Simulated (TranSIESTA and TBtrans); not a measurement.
Run with TranSIESTA and TBtrans (open boundaries, self-consistent; PseudoDojo norm-conserving potentials, scalar-relativistic): Spin polarized, PAO.BasisSize DZP, PAO.EnergyShift 0.15 eV, XC.Authors PBE, Mesh.Cutoff 200 Ry, ElectronicTemperature 300 K, TS.Voltage 0.0 eV, TBT.Elecs.Eta 0.001 eV.

Junction: Cu chain bridged by a linear N2 unit along the axis. Leads: straight Cu chain, spacing 2.3 Å. Geometry: as built, not relaxed.

Predict: conductance at 300 K (G0 = 2e²/h); thermopower (μV/K); mean T from −0.5 to 0.5 eV.

conductance at 300 K (G0 = 2e²/h): 0.044; thermopower (μV/K): 86; mean T from −0.5 to 0.5 eV: 0.064. Moments were seeded on the central atoms alone, and one start was tried. The leads' channel count changes near -0.01 eV, within the thermal window, so values at the Fermi level hang on where that band edge falls. The straight chain is held at its spacing; free chains may zigzag or dimerise.
